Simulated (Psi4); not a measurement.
Psi4 1.11, PBE0/def2-svp: F[SiH2]/C=C/[SiH2]F, 12 atoms. The geometry is a generated start, not checked to be a minimum at this level.

| Quantity | Result |
|---|---|
| task | energy |
| method | pbe0 |
| basis | def2-svp |
| memory | 3 GB |
| maxiter | 100 |
| keys of the molecule block | symmetry c1 |
| scf_type | df (default) |
| e_convergence | 1e-06 (default) |
| d_convergence | 1e-06 (default) |
| dft_radial_points | 75 (default) |
| dft_spherical_points | 302 (default) |
| basis functions | 122 |
| grid points | 257450 |

```xyz
12

Si     2.3106    -0.1929     0.2108
F      3.2508     1.0328    -0.2538
C      0.5453     0.3605    -0.1184
C     -0.5469    -0.3663     0.1218
Si    -2.3101     0.1923    -0.2107
F     -3.2617    -1.0262     0.2495
H      2.5982    -0.3709     1.6273
H      2.7192    -1.3165    -0.6204
H      0.4144     1.3524    -0.5371
H     -0.4156    -1.3579     0.5407
H     -2.5891     0.3736    -1.6285
H     -2.7151     1.3193     0.6188
```

With the defaults (diis = true, scf_initial_accelerator = adiis, damping_percentage = 0, level_shift = 0, level_shift_cutoff = 0.01, diis_max_vecs = 10, soscf = false, soscf_start_convergence = 0.01, guess = auto, which took SAD) it converges in 7 SCF iterations. One run each on 2 threads, with these changes:
- scf_initial_accelerator = none
- diis = false, scf_initial_accelerator = none, damping_percentage = 60
- diis_max_vecs = 6
- soscf = true, soscf_start_convergence = 0.1
- guess = sadno
- guess = modhuckel
- level_shift = 0.5, level_shift_cutoff = 0.001
- damping_percentage = 20
- level_shift = 0.1, level_shift_cutoff = 0.001

**Question.** Name the settings that don't reach the solution of the defaults.

**Answer.** No convergence: diis = false, scf_initial_accelerator = none, damping_percentage = 60 (the run ends without SCF convergence in 100 iterations). The rest reach the solution of the defaults.

```csv
setting,SCF iterations,JK calls,end
"soscf = true, soscf_start_convergence = 0.1",5,16,same solution
the defaults,7,8,same solution
"level_shift = 0.1, level_shift_cutoff = 0.001",7,8,same solution
"level_shift = 0.5, level_shift_cutoff = 0.001",7,8,same solution
diis_max_vecs = 6,7,8,same solution
guess = modhuckel,8,29,same solution
scf_initial_accelerator = none,9,10,same solution
guess = sadno,10,10,same solution
damping_percentage = 20,18,19,same solution
"diis = false, scf_initial_accelerator = none, damping_percentage = 60",100,101,no convergence
```

An SOSCF iteration holds several JK calls; a Hückel guess adds calls on atoms.
